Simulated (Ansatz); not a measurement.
SiTe2 (model structure, started from the rutile type, P4₂/mnm, No. 136, 6 atoms in the cell) was calculated with PBEsol+SOC (plane waves, PAW; Ansatz, a program for electronic structure).

The input as run:

Ansatz 0.2 input:
```yaml
crystal:
  lattice:
    - [6.4007810753, 0.0, 0.0]
    - [0.0, 6.4007810753, 0.0]
    - [0.0, 0.0, 3.9840154379]
  atoms:
    - { symbol: Si, position: [0.0, 0.0, 0.0] }
    - { symbol: Si, position: [0.5, 0.5, 0.5] }
    - { symbol: Te, position: [0.2998570938, 0.2998570938, 0.0] }
    - { symbol: Te, position: [0.7998570938, 0.2001429062, 0.5] }
    - { symbol: Te, position: [0.2001429062, 0.7998570938, 0.5] }
    - { symbol: Te, position: [0.7001429062, 0.7001429062, 0.0] }
basis:
  ecutwfc: 520
  ecutrho_ratio: 4
  xc_grid: 2
kpoints:
  mp_grid: { grid: [10, 10, 14] }
hamiltonian:
  xc: pbesol
  dispersion: none
  pseudopotentials: { kind: paw }
scf:
  occupations: { method: fermi_dirac, width: 0.05 }
  convergence: { dr2_threshold: 0.0000000006 }
output:
  forces: true
  stress: true
  eigenvalues: true
magnetization:
  noncollinear: true
  spin_orbit: true
```

From the output:

```
Crystal: 6 atoms, lattice volume = 163.225 Å³
Basis set: ecut = 520 eV, 4395 PW (Γ), exchange–correlation on 96×96×60 points (8 copies of the dense FFT grid, shifted against one another)
Bands: 88, of which v1, the nominal top of the filled ones, is band 72 counted from 1 (71 counted from 0)
Symmetry: 16 space group operations + 16 with time reversal
k-points: 168 of 1400
Initial density: superposition of atomic densities (chi_scale 0.1, normalization cell, long waves kept (reshape's long-wave potential 0.00 eV rms))
Functional: x = pbesol(κ = 0.804, μ = 0.12345679012345678), c = pbesol(β = 0.046)
spin=Noncollinear: Kerker preconditioning applied to the charge; magnetization (m_x, m_y, m_z) channels mix plain (no charge-response kernel on spin).
SCF 1 converged in 10 iterations: F = -28858.471593 eV  dr2 = 2.48e-10
SCF converged after 10 iterations
Free energy (F): -28858.471593 eV
Internal energy: -28858.441794 eV  (E = F + TS)
E sigma→0 (E₀):  -28858.456694 eV
Fermi energy:    8.852565 eV
--- Forces (eV/Å), atoms counted from 1 ---
  atom   1  Si     0.00000000    -0.00000000     0.00000000
  atom   2  Si     0.00000000     0.00000000     0.00000000
  atom   3  Te    -0.01518468    -0.01518468     0.00000000
  atom   4  Te    -0.01518468     0.01518468     0.00000000
  atom   5  Te     0.01518468    -0.01518468     0.00000000
  atom   6  Te     0.01518468     0.01518468     0.00000000
--- Stress (GPa, compression-positive) ---
        0.420843       0.000000       0.000000
        0.000000       0.420843       0.000000
        0.000000       0.000000       0.231550
  P = ⅓ Tr σ = 0.3577 GPa (3.577 kbar)
```

The PAW data were made under PBE.

Note: the relaxation could raise the start's symmetry but not lower it, so the cell can be a saddle point. Note: cell and atoms aren't relaxed at this level (pressure 0.4 GPa).

A model structure was made by putting elements into a prototype or built by hand; it is no filed structure, need not be a known phase, and can be a saddle point held by its symmetry.
